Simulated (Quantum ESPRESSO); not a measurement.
Quantum ESPRESSO run on BaN2 (C2/c, 6 atoms in the cell): self-consistent single point.

Level of theory: LDA (PZ), GBRV 1.5 ultrasoft (LDA) pseudopotentials (plane waves; Quantum ESPRESSO 7.5).

```
CELL_PARAMETERS angstrom
      3.60853    -2.24007     0.00000
      3.60853     2.24007     0.00000
     -1.91796     0.00000     7.10333
ATOMIC_POSITIONS crystal
  Ba 0.20407 0.79593 0.75000
  Ba 0.79593 0.20407 0.25000
  N  0.44393 0.15001 0.54520
  N  0.55607 0.84999 0.45480
  N  0.84999 0.55607 0.95480
  N  0.15001 0.44393 0.04520
```

Reference input (self-consistent single point, DFT, PBEsol, plane waves, GBRV 1.5 ultrasoft (PBESOL) pseudopotentials): ecutwfc = 40 Ry; ecutrho = 200 Ry; occupations = smearing; smearing = fermi-dirac; degauss = 0.0073499 Ry; potentials = {Ba: ba_pbesol_v1.uspp.F.UPF, N: n_pbesol_v1.2.uspp.F.UPF}; K_POINTS = automatic 6 6 4 0 0 0; conv_thr = 1e-09 Ry; mixing_beta = 0.3. This run's input differs from it in these lines:

```diff
@@ -23,4 +23,4 @@
 ATOMIC_SPECIES
-Ba   137.3270  ba_pbesol_v1.uspp.F.UPF
-N     14.0070  n_pbesol_v1.2.uspp.F.UPF
+Ba   137.3270  ba_lda_v1.uspp.F.UPF
+N     14.0070  n_lda_v1.2.uspp.F.UPF
 ATOMIC_POSITIONS {crystal}
```

The program printed (abridged):

```
     Self-consistent Calculation

     iteration #  1     ecut=    40.00 Ry     beta= 0.30

     negative rho (up, down):  1.913E-01 0.000E+00

     total energy              =    -221.49420789 Ry
     estimated scf accuracy    <       0.62807688 Ry

     iteration #  2     ecut=    40.00 Ry     beta= 0.30

     negative rho (up, down):  1.862E-01 0.000E+00

     total energy              =    -221.57368088 Ry
     estimated scf accuracy    <       0.03996046 Ry

     iteration #  3     ecut=    40.00 Ry     beta= 0.30

     negative rho (up, down):  1.778E-01 0.000E+00

     total energy              =    -221.57539880 Ry
     estimated scf accuracy    <       0.01421898 Ry

   [... 6 blocks of this kind left out ...]

     iteration # 10     ecut=    40.00 Ry     beta= 0.30

     negative rho (up, down):  1.753E-01 0.000E+00

     total energy              =    -221.57831567 Ry
     estimated scf accuracy    <       0.00000001 Ry

     iteration # 11     ecut=    40.00 Ry     beta= 0.30

     negative rho (up, down):  1.753E-01 0.000E+00
     End of self-consistent calculation

     the Fermi energy is     8.7809 ev

!    total energy              =    -221.57831568 Ry
     estimated scf accuracy    <          7.5E-10 Ry
     smearing contrib. (-TS)   =      -0.00821210 Ry
     internal energy E=F+TS    =    -221.57010357 Ry

     convergence has been achieved in  11 iterations

     negative rho (up, down):  1.753E-01 0.000E+00

     Forces acting on atoms (cartesian axes, Ry/au):

     atom    1 type  1   force =     0.00000000   -0.00945765    0.00000000
     atom    2 type  1   force =     0.00000000    0.00945765    0.00000000
     atom    3 type  2   force =    -0.01248338   -0.02105671   -0.01409355
     atom    4 type  2   force =     0.01248338    0.02105671    0.01409355
     atom    5 type  2   force =     0.01248338   -0.02105671    0.01409355
   [... lines left out ...]
     Total force =     0.058054     Total SCF correction =     0.000037
   [... lines left out ...]

     negative rho (up, down):  1.753E-01 0.000E+00
          total   stress  (Ry/bohr**3)                   (kbar)     P=      -64.30
  -0.00039044   0.00000000  -0.00004848          -57.44        0.00       -7.13
   0.00000000  -0.00050747   0.00000000            0.00      -74.65        0.00
  -0.00004848   0.00000000  -0.00041334           -7.13        0.00      -60.80

   JOB DONE.
```

The run converged in 11 iterations. Against the reference run the pressure goes from -3.91 to -6.43 GPa and the largest force goes from 0.287 to 0.726 eV/Å.

The starting cell comes from a database of computed structures (which also holds hypothetical and non-ambient phases and stackings), without a prior relaxation at this level. Its lattice was rescaled by a random factor within 2.5 % of one. With a pressure of about -6 GPa the cell is away from its equilibrium volume at this level. The run gives no clean gap (levels at the Fermi energy touch, overlap or are partly filled at this smearing), which alone does not show that the compound is a metal.

Cost on one core of a shared machine: roughly 2 min.
